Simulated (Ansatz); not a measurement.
Take Se (space group P3_121, No. 152; a = 4.5057 Å, c = 4.9913 Å; made of chains) as the base.

Levels (all Ansatz, a program for electronic structure, PAW): r2SCAN (500 eV, no SOC); HSE06+SOC (420 eV, with spin-orbit coupling).

The geometry is relaxed with r2SCAN.

| Property | Value |
|---|---|
| r2SCAN band gap | 1.33 eV |

With HSE06+SOC at the same geometry, the band gap increases by 0.51 eV to 1.84 eV.

Single points use the geometry relaxed with r2SCAN. HSE06 was sampled on its mesh, a few special points and the semilocal edge points, so its gap is an upper bound. The spin-orbit shifts are approximate. No phonon test of stability was made. No dispersion term is included, though the crystal is made of layers, chains or molecules, so its spacings can come out too wide.
